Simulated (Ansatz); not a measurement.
Partial pair distribution functions of a relaxed model of amorphous Hf20O30, broadened by 0.06 Å; density 10.83 g/cm³. The numbers are results of PBE, scalar-relativistic without spin-orbit coupling (plane waves to 420 eV, PAW; Ansatz, a program for electronic structure), not measurements. The usual formal charges leave 20 electrons over, so the level spacing at the Fermi energy parts defect or band states and needn't be the band gap.

The cell was made by melting and quenching with the CHGNet potential and then relaxed with DFT. O atoms were pushed apart under 1.9 Å during the dynamics, to hinder bonds among them. The hot cell started wider than the set density and was brought back towards it in steps. It is the lowest in DFT energy of 3 quenches. It is a model cell: composition and starting density were chosen by hand, and all elements were melted together. No dispersion term was used. Its density started from a set value of 10.74 and ended at 10.83 g/cm³. The quench (nominally 230 K/ps over its main leg) was far faster than any real one, so the model tends to hold more defects than a real film. Values belong to this one cell and scatter from quench to quench. Volume and shape were free in the relaxation. On a 2×2×2 Γ-centred mesh force components of up to 0.17 eV/Å stay, since the relaxation ran on one k-point at (1/4, 1/4, 1/4).

```tsv
r (Å)	g Hf-O	g Hf-Hf	g O-O
1.80	0.00	0.00	0.00
1.90	0.15	0.00	0.00
2.00	1.69	0.00	0.00
2.10	6.37	0.00	0.00
2.20	6.63	0.00	0.00
2.30	2.71	0.00	0.01
2.40	1.03	0.00	0.22
2.50	0.63	0.00	1.19
2.60	0.13	0.00	2.81
2.70	0.16	0.01	3.28
2.80	0.15	0.19	2.46
2.90	0.31	0.62	2.28
3.00	0.38	1.05	1.73
3.10	0.36	2.35	1.05
3.20	0.40	2.68	0.96
3.30	0.34	2.37	0.86
3.40	0.38	2.88	0.61
3.50	0.68	2.93	0.49
3.60	0.81	1.87	0.44
3.70	0.75	1.22	0.60
3.80	0.72	1.81	0.92
3.90	0.91	1.11	1.14
4.00	1.20	0.73	1.44
4.10	1.38	0.93	1.28
4.20	1.21	0.83	1.09
```

Within 2.62 Å each Hf has 5.60 O neighbours on average.
